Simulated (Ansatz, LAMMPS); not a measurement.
Si well of 16 atomic layers along [001] in random Si0.5Ge0.5, Ge share that oscillates in the well. Cell 16.85 × 16.85 × 55.32 Å, Si478Ge242, 720 atoms. Prepared with Tersoff's 1989 multicomponent potential (SiCGe.tersoff) (LAMMPS): minimisation. 

Basis: localised support functions (accuracy medium) on a full density matrix. k-points: zone centre alone; occupations: Fermi-Dirac, 0.010 eV; spin polarisation not allowed. Spin-orbit coupling is left out.

**Question.** Give the gap and bonding at the level PBE, support functions at accuracy medium on the grid of 370 eV run with Ansatz (a first-principles code).

**Answer.** 
- Kohn-Sham gap of the cell on its k-mesh: 0.21 eV
- weight of the highest filled level on the well: 0.06
- weight of the lowest empty level on the well: 0.97
- coordination (neighbours within 2.874 Å): 100.0 % 4-fold
- Ge-Ge bonds, mean ± spread: 2.478 ± 0.008 Å
- Ge-Si bonds, mean ± spread: 2.431 ± 0.009 Å
- Si-Si bonds, mean ± spread: 2.393 ± 0.008 Å
- bond angles, mean ± spread: 109.5° ± 1.4°
- pressure: -1.21 GPa
